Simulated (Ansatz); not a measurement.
The starting structures come from a database of crystals and need not be the phases stable at ambient conditions.

 Where the default PAW files enter, the runs use the earlier of Ansatz's two default sets.

By LDA and PBEsol, the system below comes out a metal.

Input:

```xyz
8
Lattice="4.3237 0.0000 0.0000 0.0000 4.7646 0.0000 0.0000 0.0000 5.4325" Properties=species:S:1:pos:R:3 pbc="T T T"
Cu     2.1618     1.4341     0.0000
Cu     0.0000     3.3304     2.7163
Cu     0.0000     0.7424     4.0772
Cu     0.0000     0.7424     1.3553
Cu     2.1618     4.0222     4.0716
Cu     2.1618     4.0222     1.3610
Sn     2.1618     1.6256     2.7163
Sn     0.0000     3.1390     0.0000
```

Space group of this cell: Pmmn. The cell is taken as given; by PBEsol its mean pressure is -1.8 GPa.

The current runs along the normal of the first two printed vectors. All runs by Ansatz (a first-principles code), plane waves and PAW, without spin-orbit coupling; the base is PBEsol.

```json
[
 {"run": "base", "mean pressure (GPa)": "-1.8", "G/A, both spins (10¹⁵ S/m²)": "0.78"},
 {"run": "all lengths scaled by 0.98", "mean pressure (GPa)": "7.0", "G/A, both spins (10¹⁵ S/m²)": "…"},
 {"run": "all lengths scaled by 1.02", "mean pressure (GPa)": "-8.0", "G/A, both spins (10¹⁵ S/m²)": "0.74"},
 {"run": "lda in place of pbesol", "mean pressure (GPa)": "-6.4", "G/A, both spins (10¹⁵ S/m²)": "0.78"},
 {"run": "lengths across the current scaled by 0.98, ions clamped", "mean pressure (GPa)": "3.8", "G/A, both spins (10¹⁵ S/m²)": "0.79"},
 {"run": "lengths across the current scaled by 1.02, ions clamped", "mean pressure (GPa)": "-6.1", "G/A, both spins (10¹⁵ S/m²)": "0.78"},
 {"run": "lengths along the current scaled by 0.97, ions clamped", "mean pressure (GPa)": "2.4", "G/A, both spins (10¹⁵ S/m²)": "…"},
 {"run": "lengths along the current scaled by 1.03, ions clamped", "mean pressure (GPa)": "-5.0", "G/A, both spins (10¹⁵ S/m²)": "0.74"}
]
```

**Question.** Fill in the missing entries.

**Answer.** 
- all lengths scaled by 0.98, G/A, both spins (10¹⁵ S/m²): 0.84
- lengths along the current scaled by 0.97, ions clamped, G/A, both spins (10¹⁵ S/m²): 0.82
